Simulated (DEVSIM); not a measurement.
Structure: Schottky contact on n-type GaN, at 300 K.

Layer 1 from the left is GaN, thickness (μm) 9.20, Nd (cm⁻³) 7.5e16, τn (s) 3.2e-10, τp (s) 3.2e-10.

Left contact: Schottky, work function 5.26 eV, emission velocity 7.4e6 cm/s. Right contact: ohmic. Voltage is applied to the left contact. Recombination: SRH at mid-gap, Auger. Mobility is μmin + (μ − μmin)/(1 + (N/Nref)^α).

This is a model device: material constants are rounded textbook-type values typed into the input, and sizes, dopings and lifetimes were drawn at random. Values at 300 K.

GaN: gap (eV) 3.43, affinity (eV) 4.1, permittivity 9.5, Nc (cm⁻³) 2.3e18, Nv (cm⁻³) 4.6e19, μn (cm²/Vs) 1200, μp (cm²/Vs) 100, μn,min 55, μp,min 3, Nref,n 2e17, Nref,p 3e17, αn 1, αp 2, Cn (cm⁶/s) 1e-30, Cp (cm⁶/s) 1e-30.

Simulated with DEVSIM: 1D drift-diffusion, Boltzmann statistics, complete ionisation; no tunnelling, impact ionisation, image-force lowering or self-heating. Metal contacts follow the ideal Schottky-Mott rule: no Fermi-level pinning, no interface dipoles.

Dark forward current:

```
|V| (V)  |J| (A/cm²)
-------  -----------
0.05       5.005e-13
0.10       3.958e-12
0.15       2.784e-11
0.20       1.928e-10
0.25        1.332e-9
0.30        9.199e-9
0.35        6.351e-8
0.40        4.383e-7
0.45        3.025e-6
0.50        2.086e-5
0.55       0.0001438
0.60       0.0009912
0.65        0.006825
0.70         0.04694
0.75          0.3221
0.80           2.193
0.85           14.38
0.90           78.80
0.95           276.5
1.00           613.0
1.05            1033
1.10            1498
1.15            1990
1.20            2500
```

Question: Work out the local ideality factor n = ΔV / (kT/q · ln(J2/J1)) between the rows 0.15 and 0.20 V, 1.15 and 1.20 V.

Answer: kT/q = 25.85 mV. From 0.15 to 0.20 V: ln(1.928e-10/2.784e-11) = 1.935, n = 1.00, near the 1 of diffusion or emission over a barrier. From 1.15 to 1.20 V: ln(2500/1990) = 0.228, n = 8.48; the layers' resistance at their doping, Σ W/(qμN) = 8.6e-5 Ω cm², would take 44 mV of this step of 50 mV.

Question: Estimate the current at 0.50 V for emission alone, J0 = q v N_band exp(−φB/kT), and read the barrier back from the simulated current.

Answer: φB = 1.160 eV, N_band = 2.30e18 cm⁻³, J0 = 8.85e-14 A/cm²; J = J0 (exp(qV/kT) − 1) = 2.22e-5 A/cm². The simulation gives 2.09e-5 A/cm²; the estimate lies 6.7 % above. Read backwards, the simulated current gives an apparent barrier of 1.162 eV. The estimate leaves out transport through the depletion region and minority injection.
